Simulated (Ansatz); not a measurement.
Start from ZnS in the zinc blende structure (space group F-43m, No. 216; a = 5.3566 Å). Axes: x, y, z lie along the cube axes.

Level of theory: Ansatz (an electronic-structure program), PBEsol, PAW, cutoff 420 eV, scalar-relativistic without spin-orbit coupling.

Before the change:

| Property | Value |
|---|---|
| Valley order | Γ 2.09 eV; X along ⟨100⟩ 3.17 eV; L along ⟨111⟩ 3.24 eV |
| Pressure | -0.01 GPa |

Perturbation: a pure shear with ε_xy = ε_yx = 0.0057, atoms relaxed at fixed cell.

Problem. How does this affect the valley order?

Solution. The valley order (the lowest conduction-band minima on the path, energy above the VBM, named in the base's zone) goes from Γ 2.09 eV; X along ⟨100⟩ 3.17 eV; L along ⟨111⟩ 3.24 eV to Γ 2.05 eV; X along [001] 3.13 eV; X along [010] 3.14 eV; L along [1-11] 3.16 eV.

Problem. What happens to the pressure?

Solution. The pressure (mean of the normal stresses, compression positive) remains -0.01 GPa.

The levels and masses belong to the bands next to the band gap. The cells carry an imposed strain or load. Stability against distortions was not tested.
